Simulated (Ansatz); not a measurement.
A working Ansatz (a quantum-chemistry and plane-wave program) input for FeO (I4/mmm, 4 atoms in the cell) (DFT, LDA (PW92), plane waves, default PAW files made with PBE):

Ansatz 0.2 input:
```yaml
crystal:
  lattice:
    - [2.628165, -1.602105, 0.000000]
    - [2.628165, 1.602105, 0.000000]
    - [-1.349828, 0.000000, 5.080056]
  atoms:
    - { symbol: Fe, position_ang: [1.953251, 0.000000, 2.540028], spin: 4.0 }
    - { symbol: Fe, position_ang: [0.000000, 0.000000, 0.000000], spin: 4.0 }
    - { symbol: O, position_ang: [3.604791, 0.000000, 1.270014] }
    - { symbol: O, position_ang: [0.301712, 0.000000, 3.810042] }
kpoints:
  mp_grid:
    grid: [10, 10, 5]
hamiltonian:
  xc: lda
  pseudopotentials:
    kind: paw
magnetization:
  spin_polarized: true
scf:
  occupations:
    method: fermi_dirac
    width: 0.1
output:
  forces: true
  eigenvalues: true
  stress: true
```

The run converged in 12 iterations: free energy E − TS (on the zero of these files) -9948.0239 eV; Fermi level (on the code's own zero) 12.91 eV; pressure -22.33 GPa; size of the cell's spin moment 7.98 μB. Each of these slips is then made, one at a time:

(1)
```diff
-    grid: [10, 10, 5]
+    grid: [1, 1, 1]
```

(2)
```diff
+  max_iter: 4
```

(3)
```diff
-    - { symbol: Fe, position_ang: [1.953251, 0.000000, 2.540028], spin: 4.0 }
+    - { symbol: Fe2+, position_ang: [1.953251, 0.000000, 2.540028], spin: 4.0 }
```

**Question.** Predict the outcome of each change.

**Answer.** 
(1) A single k-point for a small metallic cell. The run converged in 12 iterations without an error; against the sound input the free energy goes up by 1.25 eV/atom, the pressure goes from -22.33 to -37.50 GPa and the size of the net moment goes from 1.99 to 1.00 μB/atom.

(2) An iteration limit that is too low. The run ended unconverged after 4 iterations.
```
did not converge after 4 iterations: dr2 = 1.22e-2 (threshold 1.00e-7), under the density mixer `msr1`, which `scf.mixing.algorithm: auto` chose by the deck's other keys (type `scf.mixing.algorithm: msr1` to keep it); raise `scf.max_iter`, which need not help a stalled SCF, or adjust the mixing (`scf.mixing`) or, under a smearing, its width (`scf.o [...]
```

(3) A mistyped element symbol. The program stopped before any SCF iteration.
```
Error: YAML parse error: error: line 7 column 17: `Fe2+` is not an element symbol (H … Og, case-exact)
 --> <input>:7:17
  |
5 |     - [-1.349828, 0.000000, 5.080056]
6 |   atoms:
7 |     - { symbol: Fe2+, position_ang: [1.953251, 0.000000, 2.540028], spin: 4.0 }
  |                 ^ `Fe2+` is not an element symbol (H … Og, case-exact)
8 |     - { [...]
```

The starting cell comes from a database of computed structures (which also holds hypothetical and non-ambient phases and stackings), without a prior relaxation at this level. The magnetic order is the one reached from the typed start; others were not searched systematically. The program warned that, by what it read of turns of the moments, another magnetic order lies lower. In the base run, with a pressure of about -22 GPa the cell is away from its equilibrium volume at this level. Ansatz's pressure includes its estimate of the finite-basis (Pulay) stress.

Left out of this page: 3 runs of the series outside the window shown, repeating another row's setting, or not comparable.
